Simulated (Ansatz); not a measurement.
## Response to strain in Ag

Consider Ag in the fcc (Cu type) structure (space group Fm-3m, No. 225; relaxed with 0.1 eV smearing).

```
CELL_PARAMETERS angstrom
      0.00000     2.05214     2.05214
      2.05214     0.00000     2.05214
      2.05214     2.05214     0.00000
ATOMIC_POSITIONS crystal
  Ag 0.00000 0.00000 0.00000
```

Cartesian axes are those of the cell as printed.

Strains are applied to the cell and any free atomic positions relax; under biaxial strain the out-of-plane vector relaxes too.

Computed with r2SCAN (Ansatz, an electronic-structure program, PAW, without spin-orbit coupling).

```tsv
biaxial strain, plane normal [111], relaxed out of plane (%)	out-of-plane strain (%)
0	0.00
0.42	-0.37
0.83	-0.73
1.25	?
1.67	-1.49
2.08	-1.86
2.5	-2.24
```

Problem. Fit ε⊥ = −νε + γε² (strains in %) to the rows shown and predict the withheld row.

Solution. Least squares on the printed values gives ν = 0.88 (the biaxial Poisson response) and γ = -0.008 (largest residual 0.00 %); this predicts -1.11 %, and the run gives -1.11 %, in agreement.

Whether these cells are dynamically stable was not tested.
